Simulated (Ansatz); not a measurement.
## C under a change: pressure 10 GPa

The parent structure is C in the graphite type structure (space group P6_3/mmc, No. 194; a = 2.458 Å, c = 6.563 Å; layered, stacked along the Cartesian z axis).

Modification: a hydrostatic pressure of 10 GPa.

Calculations: Kohn–Sham DFT with the PBEsol-D3(BJ) functional, run in Ansatz (a program for electronic structure) with PAW and 420 eV plane waves, no SOC. Settings: 15×15×5 k-points, 0.05 eV Fermi–Dirac smearing.

| quantity | base | changed | shift |
|---|---|---|---|
| volume per atom | 8.59 Å³ | 7.48 Å³ | -1.11 Å³ |
| lattice parameter a | 2.458 Å | 2.442 Å | -0.016 Å |
| c/a ratio | 2.670 | 2.371 | -0.299 |
| shortest interatomic distance | 1.419 Å | 1.410 Å | -0.009 Å |
| enthalpy H = E + PV relative to the base's energy | – | +0.49 eV/atom | – |
| band gap | zero | zero | – |

Final structure:

```
CELL_PARAMETERS angstrom
      2.44225     0.00000     0.00000
     -1.22112     2.11505     0.00000
      0.00000     0.00000     5.78937
ATOMIC_POSITIONS crystal
  C  0.00000 0.00000 0.25000
  C  0.00000 0.00000 0.75000
  C  0.33333 0.66667 0.25000
  C  0.66667 0.33333 0.75000
```

A case with no gap was solved on a k-mesh chosen for an insulator, which is coarse for it. Load acts through the strain it causes; cell and atoms are relaxed under it. Whether these cells are dynamically stable was not tested. No other phases were tried under pressure.
